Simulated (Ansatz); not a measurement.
## How the volume per atom of WGe (model structure, started from the MnP type, Pnma, No. 62, 8 atoms in the cell) moves with the method

No measured value is used here.

| level (code) | value (Å³/atom) |
|---|---|
| PBE (Ansatz) | 16.40 |
| PBEsol (Ansatz) | 15.88 |
| PBE-D3(BJ) (Ansatz) | ___ |

**Question.** Fill in the missing entries.

**Answer.** 
- PBE-D3(BJ) (Ansatz, a program for electronic structure), value (Å³/atom): 15.95

Density-functional levels without +SOC have no spin–orbit coupling. Ansatz's density-functional and Hartree–Fock values are scalar-relativistic unless marked +SOC, with PAW data made under PBE.

A model structure was made by putting elements into a prototype or built by hand; it is no filed structure, need not be a known phase, and can be a saddle point held by its symmetry.
